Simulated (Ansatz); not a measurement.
# C with two functionals, isotropic strain +3.17 %

The parent structure is C in the diamond structure (space group Fd-3m, No. 227; a = 3.5716 Å).

(Cell as relaxed with PBE.)

Levels (all Ansatz, a first-principles code, PAW, earlier PAW set): PBE (420 eV, scalar-relativistic without spin-orbit coupling); r2SCAN (500 eV, scalar-relativistic without spin-orbit coupling).

Each level relaxes its own structure.

```
base                     PBE   r2SCAN
-------------------  -------  -------
volume per atom      5.70 Å³  5.64 Å³
lattice parameter a  3.572 Å  3.560 Å
band gap             4.13 eV  4.36 eV
```

It is then changed as follows: every lattice vector is stretched by 3.17 %, atoms relaxed at fixed cell.

```json
[
 {"quantity": "energy relative to the base (free energy F)", "PBE": "+64 meV/atom", "r2SCAN": "+66 meV/atom"},
 {"quantity": "shift of the gap caused by the change", "PBE": "-0.20 eV", "r2SCAN": "-0.22 eV"},
 {"quantity": "smallest direct gap", "PBE": "5.33 eV", "r2SCAN": "5.63 eV"},
 {"quantity": "band gap", "PBE": "3.93 eV", "r2SCAN": "4.15 eV"}
]
```

PBE's energy relative to the base lies 2.0 meV/atom below r2SCAN's; PBE's smallest direct gap lies 0.30 eV below r2SCAN's; PBE's band gap lies 0.22 eV below r2SCAN's. Neither level is exact; r2SCAN is the comparison here, not a measurement.

Whether these cells are dynamically stable was not tested.
